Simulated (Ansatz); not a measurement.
A structure of (Ga,In)2O3 alloy cell Ga7InO12 (beta-gallia start) off equilibrium:

```
CELL_PARAMETERS angstrom
     -0.00087    -6.24571     0.00003
     12.22191     0.00172    -2.95746
     -0.00196    -0.00003     5.95600
ATOMIC_POSITIONS crystal
  Ga 0.99598 0.09694 0.80054
  In 0.50734 0.09599 0.80221
  Ga 0.24999 0.58596 0.79266
  Ga 0.75001 0.58973 0.79166
  Ga 0.99384 0.91193 0.21124
  Ga 0.50589 0.91181 0.21146
  Ga 0.24897 0.40877 0.20185
  Ga 0.75078 0.40843 0.19963
  Ga 0.99900 0.65257 0.30113
  Ga 0.50137 0.65222 0.30596
  Ga 0.24631 0.16170 0.32032
  Ga 0.75178 0.16541 0.32319
  Ga 0.99990 0.34597 0.68571
  Ga 0.49952 0.34676 0.68542
  In 0.24802 0.83716 0.68656
  Ga 0.75418 0.83679 0.68555
  O  0.99815 0.16580 0.11424
  O  0.49878 0.17525 0.13726
  O  0.25161 0.65911 0.10421
  O  0.74851 0.65457 0.10592
  O  0.98205 0.83038 0.90786
  O  0.51956 0.83821 0.90323
  O  0.24980 0.33850 0.88783
  O  0.74971 0.33656 0.88710
  O  0.99811 0.17690 0.56583
  O  0.49874 0.18463 0.55461
  O  0.25173 0.65961 0.54800
  O  0.74863 0.66960 0.56108
  O  0.98712 0.81999 0.42433
  O  0.51298 0.82264 0.42742
  O  0.24198 0.33159 0.43861
  O  0.75678 0.33211 0.43861
  O  0.99944 0.49299 0.24731
  O  0.50037 0.49161 0.24884
  O  0.25018 0.99509 0.25207
  O  0.74944 0.00173 0.26237
  O  0.99835 0.50515 0.74784
  O  0.50156 0.50455 0.74513
  O  0.23150 0.00831 0.74634
  O  0.77203 0.99701 0.73888
```

Level of theory: PBE (plane waves to 420 eV, PAW; Ansatz, a first-principles code). Scalar-relativistic, without spin–orbit coupling. Its k-point mesh 4×2×4, Fermi–Dirac width 0.01 eV.

**Question.** What forces act on the atoms (eV/Å, in the order given), and what is the pressure?

**Answer.** 
| atom | Fx | Fy | Fz |
|---|---|---|---|
| Ga1 | -0.324 | -0.136 | 0.008 |
| In2 | -0.232 | 0.066 | -0.079 |
| Ga3 | -0.034 | 0.007 | -0.063 |
| Ga4 | -0.025 | -0.014 | 0.044 |
| Ga5 | 0.141 | -0.037 | -0.003 |
| Ga6 | 0.113 | 0.042 | -0.005 |
| Ga7 | 0.060 | -0.014 | 0.009 |
| Ga8 | 0.096 | 0.021 | 0.017 |
| Ga9 | 0.134 | 0.023 | 0.051 |
| Ga10 | 0.107 | -0.029 | 0.035 |
| Ga11 | 0.033 | -0.056 | 0.058 |
| Ga12 | -0.077 | 0.079 | 0.047 |
| Ga13 | -0.132 | -0.005 | -0.081 |
| Ga14 | -0.163 | 0.016 | -0.084 |
| In15 | 0.070 | 0.009 | 0.048 |
| Ga16 | 0.007 | 0.003 | -0.020 |
| O17 | 0.115 | 0.028 | 0.024 |
| O18 | 0.078 | -0.033 | -0.117 |
| O19 | 0.053 | -0.018 | -0.001 |
| O20 | 0.041 | 0.026 | 0.017 |
| O21 | -0.164 | -0.097 | -0.087 |
| O22 | -0.100 | 0.111 | -0.102 |
| O23 | -0.032 | 0.001 | 0.007 |
| O24 | -0.075 | 0.017 | -0.007 |
| O25 | 0.101 | -0.009 | 0.057 |
| O26 | -0.017 | -0.010 | 0.127 |
| O27 | 0.163 | 0.024 | 0.050 |
| O28 | 0.131 | -0.004 | -0.055 |
| O29 | -0.096 | -0.062 | -0.014 |
| O30 | -0.041 | 0.039 | 0.039 |
| O31 | -0.149 | -0.056 | 0.054 |
| O32 | -0.092 | 0.062 | 0.031 |
| O33 | -0.009 | -0.003 | 0.053 |
| O34 | -0.061 | -0.001 | 0.060 |
| O35 | -0.042 | -0.011 | 0.107 |
| O36 | 0.017 | 0.030 | 0.060 |
| O37 | 0.026 | -0.008 | -0.078 |
| O38 | -0.019 | 0.015 | -0.082 |
| O39 | 0.140 | -0.185 | -0.098 |
| O40 | 0.260 | 0.168 | -0.028 |

Pressure: 0.31 GPa.
